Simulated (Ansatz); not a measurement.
**Si vacancy (4H silicon carbide host)**

Method: PBE, PAW (plane waves to 420 eV; Ansatz, a first-principles code). Cell: 96 sites, 3×2×1; final energies on a 2×2×2 shifted mesh. Site at the start: the Si(h) site. Finite-size correction: monopole term and site-potential alignment. Dielectric constants: PBE linear response of the host. Host gap at this level: 2.23 eV. Finite-size and sampling errors can reach tenths of an eV here. PBE underestimates the host's gap, which shifts levels and can delocalise carriers. Spin–orbit coupling is left out. Each state is the lowest found from its start.

Formation energies E_f are given with the Fermi level at the valence-band maximum. Chemical conditions: C-rich (Δμ(Si) = -0.41 eV; only phases computed here count, gases as isolated molecules at 0 K); Si-rich (Δμ(Si) = 0.00 eV; only phases computed here count, gases as isolated molecules at 0 K). Reference phases: Si: silicon.

```csv
charge,moment (μB),largest move off a lattice site (Å),image correction with alignment (eV),"E_f, C-rich (eV)","E_f, Si-rich (eV)",above the lowest spin state (eV)
+1†,1.0,0.23,-0.10,–,–,0.00
+1†,1.0,0.23,-0.10,–,–,0.00
0,2.0,0.21,0.00,7.21,7.62,0.00
0,not spin-polarised,0.21,0.00,7.51,7.92,0.30
−1,3.0,0.17,0.41,7.90,8.30,0.00
−1,1.0,0.21,0.41,7.99,8.40,0.09
−2,2.0,0.16,1.16,9.59,9.99,0.00
−2,not spin-polarised,0.18,1.17,9.80,10.21,0.21
−3†,1.0,0.16,2.24,–,–,0.00
−3†,1.0,0.16,2.24,–,–,0.00
```

† Not settled in this cell, so no level is given: charge +1: level within 0.1 eV of a band edge or past it; charge −3: level within 0.1 eV of a band edge or past it.

Starting moments that weren't kept: charge +1 began with 3 μB and ended with 1.0; charge −3 began with 3 μB and ended with 1.0.

Transition levels above the valence-band maximum: ε(0/−1) = 0.68 eV; ε(−1/−2) = 1.69 eV. On the lower envelope of the bound states, inside the gap: (0/−1) at 0.68 eV; (−1/−2) at 1.69 eV.

Flagged in the runs: a doubtful potential alignment, a host whose relaxation on this sampling wasn't shown to rest.

All states together cost around 5 core-hours (rough).
